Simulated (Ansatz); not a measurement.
MoSi2, response to strain

Consider MoSi₂ (space group I4/mmm, No. 139; a = 3.1740 Å, c = 7.7787 Å; relaxed with 0.1 eV smearing). Axes: x, y, z lie along a, b, c of the conventional cell.

Strains are applied to the cell and any free atomic positions relax.

The values are results of Ansatz (a first-principles code) LDA, scalar-relativistic without spin-orbit coupling, not measurements.

Notes on the quantities. energy relative to the base: free energy F; pressure: mean of the normal stresses, compression positive.

```csv
case,energy relative to the base,pressure,volume per atom
base,0 meV/atom,0.0 GPa,13.06 Å³
uniaxial strain ε_zz = −3.00 %,?,?,12.67 Å³
uniaxial strain ε_zz = −2.50 %,+15 meV/atom,6.8 GPa,12.73 Å³
uniaxial strain ε_zz = −2.00 %,+9.2 meV/atom,5.3 GPa,12.80 Å³
uniaxial strain ε_zz = −1.50 %,+5.1 meV/atom,3.9 GPa,12.86 Å³
uniaxial strain ε_zz = −0.50 %,+0.5 meV/atom,1.2 GPa,13.00 Å³
uniaxial strain ε_zz = +0.50 %,+0.5 meV/atom,-1.2 GPa,13.13 Å³
uniaxial strain ε_zz = +1.50 %,+4.7 meV/atom,-3.4 GPa,13.26 Å³
uniaxial strain ε_zz = +2.50 %,+13 meV/atom,-5.5 GPa,13.39 Å³
uniaxial strain ε_zz = +3.00 %,+18 meV/atom,-6.5 GPa,13.45 Å³
```

Complete the table.


- uniaxial strain ε_zz = −3.00 %, energy relative to the base: +21 meV/atom
- uniaxial strain ε_zz = −3.00 %, pressure: 8.3 GPa

Whether these cells are dynamically stable was not tested. The final runs are not spin-polarised.
